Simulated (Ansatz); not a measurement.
The parent structure is Mo in the bcc (W type) structure (space group Im-3m, No. 229; a = 3.1301 Å; relaxed with 0.1 eV smearing). Axes: x, y, z lie along the cube axes.

Method: Ansatz (a quantum-chemistry and plane-wave program) PBEsol, scalar-relativistic without spin-orbit coupling, earlier PAW set.

For the base:

* **Volume per atom**: 15.33 Å³

One thing is altered: biaxial strain +0.35 %, plane normal [001], relaxed out of plane (Cartesian); in-plane vectors clamped, the third vector and the atoms free.

**Question.** How does this affect the volume per atom and in-plane stress?

**Answer.** The volume per atom rises by 0.07 Å³ to 15.40 Å³; the mean in-plane stress (compression positive) amounts to -1.9 GPa.

Whether these cells are dynamically stable was not tested. All final runs are without spin polarisation.
